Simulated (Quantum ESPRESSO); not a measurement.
**Converging the plane-wave cutoff: Ca (Fm-3m, 1 atom in the cell)**

```yaml
crystal:
  lattice:
    - [-2.79837, 0.00000, 2.79837]
    - [0.00000, 2.79837, 2.79837]
    - [-2.79837, 2.79837, 0.00000]
  atoms:
    - { symbol: Ca, position: [0.00000, 0.00000, 0.00000] }
```

Method: PBEsol, PseudoDojo standard norm-conserving (PBESOL) pseudopotentials (plane waves; Quantum ESPRESSO).

Base settings: ecutwfc = 70 Ry; occupations = smearing; smearing = gaussian; degauss = 0.0073499 Ry; potentials = {Ca: Ca.upf}; K_POINTS = automatic 7 7 7 0 0 0; conv_thr = 1e-10 Ry.

The second cell is the first with its lattice scaled by 0.98.

The mesh stays at the base's, so the ladder's end is converged at best in this setting alone.

Only quantities that move along the ladder and can be compared are tabulated.

The count of work is k-points × plane waves × bands × iterations; it is no time. 

The starting cell has typed, rounded lattice constants, without a prior relaxation at this level. Its lattice was rescaled by up to half a per cent.

Steps (ecutwfc): 24 Ry; 28 Ry; 32 Ry; 35 Ry; 38 Ry; 42 Ry; 49 Ry; 56 Ry; 63 Ry; 70 Ry; 77 Ry; 84 Ry; 94 Ry; 105 Ry; 122 Ry; 140 Ry; 168 Ry.

Q: What is the coarsest ecutwfc that holds the free energy within 2 meV/atom of the last step, with all finer ones?

A: 63 Ry, at 0.23 of the last step's count of work; the step before is off by 10 meV/atom.

Q: What is the coarsest ecutwfc that holds the energy of the compressed cell less the first within 0.2 meV/atom of the last step, with all finer ones?

A: 49 Ry, at 0.16 of the last step's count of work; the step before is off by 1.6 meV/atom.

Q: What is the coarsest ecutwfc that holds the pressure within 1 GPa of the last step, with all finer ones?

A: 56 Ry, at 0.19 of the last step's count of work; the step before is off by 1.3 GPa.

```csv
ecutwfc,free energy less the last step's (meV/atom),energy of the compressed cell less the first (meV/atom),pressure (GPa),count of work / last
24 Ry,3819.23,30.58,-34.71,0.065
28 Ry,2038.38,-20.38,-22.86,0.069
32 Ry,1074.83,-2.19,-14.44,0.083
35 Ry,652.54,-1.67,-10.23,0.095
38 Ry,398.59,-11.40,-7.40,0.11
42 Ry,197.87,-10.19,-4.83,0.13
49 Ry,50.66,-11.66,-2.45,0.16
56 Ry,10.41,-11.83,-1.54,0.19
63 Ry,1.67,-11.83,-1.26,0.23
70 Ry,0.36,-11.81,-1.20,0.27
77 Ry,0.26,-11.81,-1.19,0.36
84 Ry,0.23,-11.81,-1.19,0.35
94 Ry,0.17,-11.81,-1.19,0.42
105 Ry,0.14,-11.81,-1.19,0.49
122 Ry,0.09,-11.80,-1.19,0.62
140 Ry,0.04,-11.81,-1.19,0.76
168 Ry,0.00,-11.81,-1.19,1.0
```

The energy difference between the two cells stays within 1 meV/atom of the last step's from 49 Ry on, the total only from 70 Ry on: much of the error is common to both cells and cancels.

At the lowest cutoff the pressure lies 33.5 GPa under the last step's, the usual sign of Pulay stress in an incomplete plane-wave basis.
